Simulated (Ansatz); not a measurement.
The parent structure is WSe2 (space group Fm-3m, No. 225; a = 6.1678 Å; ferromagnetic; a hypothetical phase, not in the database extracts checked).

Calculations: Kohn–Sham DFT with the PBEsol functional, run in Ansatz (an electronic-structure program) with PAW and 420 eV plane waves, no spin-orbit coupling, earlier PAW set.

One change was made to it. Results:

The magnetic state is still ferromagnetic; the volume per atom increases by 0.18 Å³, from 19.55 Å³ to 19.73 Å³; the largest site moment stays essentially unchanged (1.10 μB against 1.14 μB).

Q: Which of these changes matches the shifts?
A. pressure 3 GPa
B. pressure 75 GPa
C. pressure −1 GPa
D. pressure −2 GPa

A: C, pressure −1 GPa. For comparison, the volume per atom in the other runs: pressure −2 GPa gives 19.92 Å³; pressure 75 GPa gives 14.34 Å³; pressure 3 GPa gives 19.06 Å³.

Other magnetic orders, which the real material may have, were not ruled out. Load acts through the strain it causes; cell and atoms are relaxed under it. No phonon test of stability was made. No other phases were tried under pressure. Starting moments died away, wholly or in part, for pressure 75 GPa; another magnetic solution may exist.
